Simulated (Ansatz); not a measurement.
Consider MgS in the rock salt structure (space group Fm-3m, No. 225; a = 5.129 Å). Axes: x, y, z lie along the cube axes.

Computed with LDA/PAW in Ansatz (a quantum-chemistry and plane-wave program), spin-orbit coupling left out.

For the base:

The band gap comes out as 2.65 eV and the smallest direct gap comes out as 3.83 eV.

It is then changed as follows: tensile biaxial strain of 1.00 % in the plane normal to [001], as in epitaxy on a mismatched substrate; the out-of-plane cell vector and the atoms relax.

### Question
Estimate the effect on the band gap, out-of-plane strain, smallest direct gap and in-plane stress.

### Answer
The band gap falls by 0.11 eV, from 2.65 eV to 2.54 eV; the out-of-plane strain comes out as -0.52 %; the smallest direct gap drops by 0.143 eV, from 3.83 eV to 3.68 eV; the mean in-plane stress (compression positive) amounts to -1.7 GPa.

Whether these cells are dynamically stable was not tested.
